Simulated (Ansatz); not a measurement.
Base system: GaN in the zinc blende structure (space group F-43m, No. 216; a = 4.498 Å).

Calculations: Kohn–Sham DFT with the PBEsol functional, run in Ansatz (a first-principles code) with PAW and 420 eV plane waves, without spin-orbit coupling.

Carriers are added at fixed cell with a uniform background; the Fermi–Dirac width is that of 300 K.

One change was made to it. Results:

| quantity | base | after |
|---|---|---|
| Fermi level relative to the doped band's edge (positive inside the band; to 0.05 eV) | – | +0.05 eV |
| gap between the host's bands | 1.70 eV | 1.71 eV |
| gap character | direct at Γ | direct at Γ |

**Question.** Which change produced these results?
A) electrons 2.0×10^21 cm⁻³
B) holes 7.0×10^21 cm⁻³
C) electrons 7.0×10^21 cm⁻³
D) holes 2.0×10^22 cm⁻³
E) holes 5.0×10^20 cm⁻³

**Answer.** E, holes 5.0×10^20 cm⁻³. For comparison, the Fermi level from band edge in the other runs: electrons 2.0×10^21 cm⁻³ gives +1.60 eV; holes 7.0×10^21 cm⁻³ gives +0.45 eV; electrons 7.0×10^21 cm⁻³ gives +2.20 eV; holes 2.0×10^22 cm⁻³ gives +0.80 eV.

Charged cell with a jellium background: band edges are those of the host's band count, energies are not comparable with the neutral cell, and many-body gap narrowing is missing. Whether these cells are dynamically stable was not tested. This is not the structure that GaN has at room temperature and ambient pressure.
